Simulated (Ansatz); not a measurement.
Rock-salt NdN was calculated with LDA in Ansatz (PAW).

Settings: plane-wave cutoff 520 eV, 18×18×18 k mesh, Fermi–Dirac smearing 0.05 eV, spin-polarised with parallel moments, scalar-relativistic PAW data made under PBE.

Cell (relaxed at this level):

```
NdN
1.0
    0.00000     2.46227     2.46227
    2.46227     0.00000     2.46227
    2.46227     2.46227     0.00000
Nd N
1 1
Direct
  0.00000   0.00000   0.00000
  0.50000   0.50000   0.50000
```
Starting moments (μB, in the order of the record's atoms Nd N): 3.0 0.0.

### Question
Predict the bulk modulus B0 and pressure derivative B′ of the bulk modulus.

### Answer

bulk modulus B0: 156 GPa
pressure derivative B′ of the bulk modulus: 4.1

The run finds no gap.

Note: the magnetic order was assumed, not searched for or taken from measurement; the 4f shell is treated without U or exact exchange, so its levels and filling can be wrong; the volume lies 12 % below that of the published cell.

Spin–orbit coupling is not included; it can open a gap where bands touch, and shift volumes and moduli.

Static lattice: no zero-point or thermal effects.

Cost on a shared machine: about 11 core-minutes (a rough figure).

Ansatz is a quantum-chemistry and plane-wave program.
